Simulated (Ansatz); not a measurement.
The starting structures come from a database of crystals and need not be the phases stable at ambient conditions.

 Where the default PAW files enter, the runs use the earlier of Ansatz's two default sets.

The decay constant κ of evanescent states in the gap governs leakage through a thin film.

```
CELL_PARAMETERS angstrom
      4.28114     0.00000     0.00000
      0.00000     9.76909     0.00344
      2.14057    -0.00142     3.70747
ATOMIC_POSITIONS crystal
  Hg 0.67904 0.00000 0.00000
  Hg 0.00017 0.66666 0.32108
  Hg 0.32125 0.33334 0.67892
  Se 0.52652 0.50000 0.00000
  Se 0.00018 0.16667 0.47368
  Se 0.47386 0.83333 0.52632
```

Space group of this cell: P3_221. The cell was relaxed by PBE-D3(BJ); by PBEsol its mean pressure is -1.2 GPa.

Transport runs along the normal of the first two printed cell vectors, the (100) plane of the conventional cell.

The gap is the functional's own. No spin-orbit coupling. Mid-gap values are interpolated on the energy grid.

Predict the band gap and the smallest decay constant κ at mid-gap from PBEsol in Ansatz (an electronic-structure program).

Gap 0.61 eV on a 8×4×8 mesh; κ = 0.129 1/Å, at (0.000, 0.500) of the in-plane reciprocal vectors. At the zone centre, at the nearest computed energy, the slowest state has κ = 0.14 1/Å.
